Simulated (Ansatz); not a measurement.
Consider CrGe in the rock salt structure (space group Fm-3m, No. 225; a = 5.0156 Å; ferromagnetic; a hypothetical phase, not in the database extracts checked).

(Cell as relaxed with PBE.)

Levels (all Ansatz, a quantum-chemistry and plane-wave program, PAW, earlier PAW set): PBE (420 eV, no SOC); PBEsol (420 eV, scalar-relativistic without spin-orbit coupling).

Each level relaxes its own structure.

```json
[
 {"base": "volume per atom", "PBE": "15.77 Å³", "PBEsol": "15.01 Å³"},
 {"base": "lattice parameter a", "PBE": "5.016 Å", "PBEsol": "4.934 Å"},
 {"base": "band gap", "PBE": "zero", "PBEsol": "zero"},
 {"base": "largest site moment", "PBE": "2.18 μB", "PBEsol": "2.05 μB"}
]
```

It is then changed as follows: Cd takes the place of Ge on all its sites; the structure is relaxed again.

```csv
quantity,PBE,PBEsol
lattice parameter a,5.631 Å,?
largest site moment,3.83 μB,?
```

Task: Predict the PBEsol column.

Result: 
- lattice parameter a, PBEsol: 5.499 Å
- largest site moment, PBEsol: 3.70 μB

PBE's lattice parameter a lies 0.132 Å above PBEsol's (2.4 %); PBE's largest site moment lies 0.13 μB above PBEsol's. Neither level is exact; PBEsol is the comparison here, not a measurement.

Other magnetic orders, which the real material may have, were not ruled out. Whether these cells are dynamically stable was not tested. As relaxed here, CrCd is a hypothetical phase, not in the database extracts checked.
